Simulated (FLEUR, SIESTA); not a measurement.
A FLEUR input for a self-consistent single point of NaCu3O4 (Cm, 8 atoms in the cell) (DFT, LDA (Perdew-Zunger), all-electron FLAPW (FLEUR), scalar-relativistic valence):

Input of the input generator:

```
scf NaCu3O4
&input film=f /
10.1442388096 -5.1076802710 -0.0000000000
10.1442388096 5.1076802710 0.0000000000
-0.0078952757 -0.0000000000 6.5759351089
1.0
1.0 1.0 1.0

8
11 0.0067700000 0.0067700000 0.5046800000
29 0.7611700000 0.7611700000 0.0012200000
29 0.2450200000 0.2450200000 0.0087000000
29 0.5025700000 0.5025700000 0.9911400000
8 0.1299700000 0.6152300000 0.0083500000
8 0.6152300000 0.1299700000 0.0083500000
8 0.3916400000 0.8753200000 0.9974000000
8 0.8753200000 0.3916400000 0.9974000000

&comp jspins=1 /
&exco xctyp='pz' /
&kpt div1=4 div2=4 div3=6 gamma=t /
&end /
```

```xml
<?xml version="1.0" encoding="UTF-8" standalone="no"?>
<fleurInput fleurInputVersion="0.39">
   <comment>
      scf NaCu3O4                                                                                         
   </comment>
   <calculationSetup>
      <cutoffs Kmax="4.7" Gmax="18.8" GmaxXC="18.8" numbands="0"/>
      <scfLoop itmax="100" minDistance="0.00001" maxIterBroyd="15" imix="Anderson" alpha="0.05" precondParam="0.0" spinf="2.0"/>
      <coreElectrons ctail="T" frcor="F" kcrel="0" coretail_lmax="0"/>
      <xcFunctional name="pz" relativisticCorrections="F"/>
      <magnetism jspins="1"/>
      <soc l_soc="F" theta="0.0" phi="0.0" spav="F"/>
      <expertModes spex="0" secvar="F"/>
      <geometryOptimization l_f="T" forcealpha="1.0" forcemix="BFGS" epsdisp="0.00001" epsforce="0.00001"/>
      <ldaU l_linMix="F" mixParam="0.05" spinf="1.0"/>
   </calculationSetup>
   <cell>
      <bzIntegration valenceElectrons="66.0" mode="gauss" fermiSmearingEnergy="0.00499791">
         <kPointListSelection listName="default-1"/>
         <!-- k-points included here -->
         <xi:include xmlns:xi="http://www.w3.org/2001/XInclude" href="kpts.xml"> </xi:include>
      </bzIntegration>
      <!-- symmetry operations included here -->
      <xi:include xmlns:xi="http://www.w3.org/2001/XInclude" href="sym.xml"> </xi:include>
      <bulkLattice scale="1.0">
         <bravaisMatrix>
            <row-1>   10.1442388095999991    -5.1076802710000004     0.0000000000000000</row-1>
            <row-2>   10.1442388095999991     5.1076802710000004     0.0000000000000000</row-2>
            <row-3>   -0.0078952757000000     0.0000000000000000     6.5759351089000004</row-3>
         </bravaisMatrix>
      </bulkLattice>
   </cell>
   <atomSpecies>
      <species name="Sodium (Na)" element="Na" atomicNumber="11">
         <mtSphere radius="2.68" gridPoints="925" logIncrement="0.012"/>
         <atomicCutoffs lmax="10" lnonsphr="8"/>
         <electronConfig flipSpins="F">
            <coreConfig>(1s1/2)</coreConfig>
            <valenceConfig>(2s1/2) (2p1/2) (2p3/2) (3s1/2)</valenceConfig>
            <stateOccupation state="(3s1/2)" spinUp="0.5" spinDown="0.5"/>
         </electronConfig>
         <energyParameters s="3" p="3" d="3" f="4"/>
         <lo type="SCLO" l="0" n="2" eDeriv="0"/>
         <lo type="SCLO" l="1" n="2" eDeriv="0"/>
      </species>
      <species name="Copper (Cu)" element="Cu" atomicNumber="29">
         <mtSphere radius="2.07" gridPoints="715" logIncrement="0.017"/>
         <atomicCutoffs lmax="8" lnonsphr="6"/>
         <electronConfig flipSpins="F">
            <coreConfig>(1s1/2) (2s1/2) (2p1/2) (2p3/2) (3s1/2) (3p1/2) (3p3/2)</coreConfig>
            <valenceConfig>(4s1/2) (3d3/2) (3d5/2)</valenceConfig>
            <stateOccupation state="(4s1/2)" spinUp="0.5" spinDown="0.5"/>
         </electronConfig>
         <energyParameters s="4" p="4" d="3" f="4"/>
         <lo type="HELO" l="2" n="4" eDeriv="0"/>
      </species>
      <species name="Oxygen (O)" element="O" atomicNumber="8">
         <mtSphere radius="1.17" gridPoints="405" logIncrement="0.026"/>
         <atomicCutoffs lmax="6" lnonsphr="4"/>
         <electronConfig flipSpins="F">
            <coreConfig>(1s1/2)</coreConfig>
            <valenceConfig>(2s1/2) (2p1/2) (2p3/2)</valenceConfig>
            <stateOccupation state="(2p1/2)" spinUp="0.6666666666667" spinDown="0.6666666666667"/>
            <stateOccupation state="(2p3/2)" spinUp="1.3333333333333" spinDown="1.3333333333333"/>
         </electronConfig>
         <energyParameters s="2" p="2" d="3" f="4"/>
      </species>
   </atomSpecies>
   <atomGroups>
      <atomGroup species="Sodium (Na)">
         <relPos label="                   1">.0067700000 .0067700000 -.4953200000</relPos>
         <force calculate="T" relaxXYZ="TTT"/>
      </atomGroup>
      <atomGroup species="Copper (Cu)">
         <relPos label="                   2">-.2388300000 -.2388300000 .0012200000</relPos>
         <force calculate="T" relaxXYZ="TTT"/>
      </atomGroup>
      <atomGroup species="Copper (Cu)">
         <relPos label="                   3">.2450200000 .2450200000 .0087000000</relPos>
         <force calculate="T" relaxXYZ="TTT"/>
      </atomGroup>
      <atomGroup species="Copper (Cu)">
         <relPos label="                   4">-.4974300000 -.4974300000 -.0088600000</relPos>
         <force calculate="T" relaxXYZ="TTT"/>
      </atomGroup>
      <atomGroup species="Oxygen (O)">
         <relPos label="                   5">.1299700000 -.3847700000 .0083500000</relPos>
         <relPos label="                   6">-.3847700000 .1299700000 .0083500000</relPos>
         <force calculate="T" relaxXYZ="TTT"/>
      </atomGroup>
      <atomGroup species="Oxygen (O)">
         <relPos label="                   7">.3916400000 -.1246800000 -.0026000000</relPos>
         <relPos label="                   8">-.1246800000 .3916400000 -.0026000000</relPos>
         <force calculate="T" relaxXYZ="TTT"/>
      </atomGroup>
   </atomGroups>
   <output dos="F" band="F" slice="F">
      <checks vchk="F" cdinf="F"/>
      <bandDOS minEnergy="-.5*Htr" maxEnergy="0.5*Htr" sigma="0.015" storeEVData="T"/>
      <vacuumDOS vacdos="F" integ="F" star="F" nstars="0" locx1="0.0" locy1="0.0" locx2="0.0" locy2="0.0" nstm="0" tworkf="0.0"/>
      <unfoldingBand unfoldBand="F" supercellX="1" supercellY="1" supercellZ="1"/>
      <plotting iplot="0" polar="F">
         <plot TwoD="T" vec1="  1.0  0.0  0.0" vec2="  0.0  1.0  0.0" vec3="  0.0  0.0  1.0" zero="  0.0  0.0  0.0" file="plot"/>
      </plotting>
      <chargeDensitySlicing numkpt="0" minEigenval="0.0" maxEigenval="0.0" nnne="0" pallst="F"/>
      <specialOutput eonly="F"/>
      <magneticCircularDichroism mcd="F" energyLo="-10.0" energyUp="0.0"/>
   </output>
  <!-- We include the file relax.xml here to enable relaxations (see documentation) -->
  <xi:include xmlns:xi="http://www.w3.org/2001/XInclude" href="relax.xml"> <xi:fallback/> </xi:include>
</fleurInput>
```

Task: Translate this input to SIESTA.

Result: This is the input that was run; spellings and numerical settings could be chosen otherwise.

```
# files in the folder: Na.psml Cu.psml O.psml (PseudoDojo LDA standard)
SystemName  NaCu3O4
SystemLabel siesta

NumberOfAtoms                8
NumberOfSpecies              3
%block ChemicalSpeciesLabel
  1 11 Na
  2 29 Cu
  3 8 O
%endblock ChemicalSpeciesLabel
LatticeConstant              1.0 Ang
%block LatticeVectors
     5.368100000   -2.702868000    0.000000000
     5.368100000    2.702868000    0.000000000
    -0.004178000    0.000000000    3.479835000
%endblock LatticeVectors
AtomicCoordinatesFormat      Ang
%block AtomicCoordinatesAndAtomicSpecies
     0.070575521    0.000000000    1.756203128  1
     8.172068257    0.000000000    0.004245399  2
     2.630547375   -0.000000000    0.030274564  2
     5.391551051   -0.000000000    3.449003662  2
     4.000273234    1.311593726    0.029056622  3
     4.000273234   -1.311593726    0.029056622  3
     6.797000839    1.307323194    3.470787429  3
     6.797000839   -1.307323194    3.470787429  3
%endblock AtomicCoordinatesAndAtomicSpecies

XC.functional                LDA
XC.authors                   PW92
PAO.BasisSize                DZP
PAO.EnergyShift              0.01 Ry
MeshCutoff                   350 Ry
%block kgrid.MonkhorstPack
    4   0   0  0.0
    0   4   0  0.0
    0   0   6  0.0
%endblock kgrid.MonkhorstPack
OccupationFunction           MP
OccupationMPOrder            0
ElectronicTemperature        136.0 meV

MaxSCFIterations             150
SCF.Mixer.Method             Pulay
SCF.Mixer.Weight             0.2
SCF.Mixer.History            8
SCF.DM.Tolerance             1.0E-04
Diag.ParallelOverK           true
WriteForces                  true
Charge.Mulliken              end
```

Basis, cutoffs, solver keys and any potentials are the target program's own. This input uses DFT, LDA PW92, numerical atomic orbitals DZP, PseudoDojo LDA standard norm-conserving potentials (rewritten from UPF to PSML). LDA parametrisations can differ slightly between programs.

The starting cell comes from a database of computed structures (which also holds hypothetical and non-ambient phases and stackings), without a prior relaxation at this level. Its lattice was rescaled by a random factor within 2.5 % of one.
